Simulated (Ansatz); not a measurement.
Where the default PAW files enter, the runs use the earlier of Ansatz's two default sets.

By PBEsol, the system below comes out a metal.

A figure of merit of an interconnect metal is its ballistic conductance per area.

Given:

```yaml
crystal:
  lattice:
    - [4.47969, 0.00000, 0.00000]
    - [-2.23985, 3.87953, 0.00000]
    - [2.23985, 1.29318, 0.91441]
  atoms:
    - { symbol: Mo, position: [0.00000, 0.00000, 0.00000] }
```

Space group of this cell: Im-3m, bcc (W type). The cell is taken as given; by PBEsol its mean pressure is -9.3 GPa.

The current flows along the normal of the first two printed cell vectors, the (111) plane of the conventional cell. No spin-orbit coupling; the value is a mean over 0.1 eV about the Fermi level.

Question: Compute, with Ansatz (a quantum-chemistry and plane-wave program) with PBEsol, the ballistic conductance per area.

Answer: 1.2 × 10¹⁵ S/m² for both spins.
